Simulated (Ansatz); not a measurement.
CaO (model structure, started from the CsCl type, Pm-3m, No. 221, 2 atoms in the cell; like a known high-pressure phase), treated with r²SCAN (plane waves, PAW; Ansatz, a program for electronic structure).

Numerical settings: plane-wave cutoff 560 eV, 12×12×12 k mesh, Fermi–Dirac smearing 0.01 eV, scalar-relativistic PAW data made under PBE.

Cell (relaxed at this level):

```yaml
crystal:
  lattice:
    - [2.90294, 0.00000, 0.00000]
    - [0.00000, 2.90294, 0.00000]
    - [0.00000, 0.00000, 2.90294]
  atoms:
    - { symbol: Ca, position: [0.00000, 0.00000, 0.00000] }
    - { symbol: O, position: [0.50000, 0.50000, 0.50000] }
```

Q: Estimate the band gap and bulk modulus B0 that the calculation returns.

A: 
band gap: 3.28 eV (on the SCF k mesh)
bulk modulus B0: 122 GPa

Note: the bulk modulus is −V dP/dV from two relaxed cells at ±2 % in volume.

Static lattice: no zero-point or thermal effects.

A model structure was made by putting elements into a prototype or built by hand; it is no filed structure, need not be a known phase, and can be a saddle point held by its symmetry.
